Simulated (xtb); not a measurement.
xtb 6.7.1, GFN2-xTB: Ti(Cl)(OH)(NH2)2 ([NH2][Ti]([NH2])([OH])[Cl]), 10 atoms. The geometry is a generated start, not checked to be a minimum at this level.

```
Quantity                   Value
-----------------  -------------
run flags                 --grad
method                  GFN2-xTB
--acc                1 (default)
--etemp (K)        300 (default)
basis functions               37
valence electrons             32
```

```xyz
10

Ti     0.4989     0.0765    -0.0138
Cl     1.9436     1.1698    -1.1913
O      1.1116    -0.6550     1.3970
H      1.1420    -1.1557     2.2135
N     -0.2965    -1.1869    -1.1043
H     -0.8854    -0.9553    -1.9045
H     -0.4354    -2.1700    -0.8768
N     -0.8154     1.3365     0.3190
H     -0.5738     2.3291     0.3336
H     -1.6897     1.2109     0.8276
```

Charge 0 and multiplicity 1 are set for this test and not shown to be the ground state.

One run each on 1 thread. Values of broydamp tried: 0.02, 0.05, 0.1, 0.2, 0.4 (default), 0.6, 0.8, 1.

**Question.** How does the count of SCC iterations change with broydamp, and where is it least?

**Answer.** Fewest SCC iterations, within one of each other: 0.4 (default) with 15, 0.6 with 15, 0.8 with 16. The count rises to 28 at 0.02. All converge to one solution.

```json
[
 {"broydamp": "0.02", "SCC iterations": "28", "end": "same solution"},
 {"broydamp": "0.05", "SCC iterations": "23", "end": "same solution"},
 {"broydamp": "0.1", "SCC iterations": "21", "end": "same solution"},
 {"broydamp": "0.2", "SCC iterations": "17", "end": "same solution"},
 {"broydamp": "0.4 (default)", "SCC iterations": "15", "end": "same solution"},
 {"broydamp": "0.6", "SCC iterations": "15", "end": "same solution"},
 {"broydamp": "0.8", "SCC iterations": "16", "end": "same solution"},
 {"broydamp": "1", "SCC iterations": "18", "end": "same solution"}
]
```
